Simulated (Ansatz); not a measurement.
## Fluorite CoSi2

Method: PBEsol (PAW; Ansatz, a program for electronic structure).

Run with plane-wave cutoff 520 eV, 22×22×22 k mesh, Fermi–Dirac smearing 0.066 eV (set by the program), no spin polarisation, scalar-relativistic PAW data made under PBE.

Cell: measured lattice: a = b = c = 5.3560 Å, α = β = γ = 90.00°.

| Property | Result |
|---|---|
| elastic constant C11 | 237 GPa |
| elastic constant C12 | 142 GPa |
| elastic constant C44 | 92.1 GPa |
| Voigt–Reuss–Hill bulk modulus | 174 GPa |
| Voigt–Reuss–Hill shear modulus (Hill average) | 70.7 GPa |
| Young modulus | 187 GPa |
| Poisson ratio | 0.321 |

Note: the cell isn't this level's own, so it is under some stress, which shifts stiffness and frequencies.

Elastic constants are with the ions relaxed.

Static lattice: no zero-point or thermal effects.
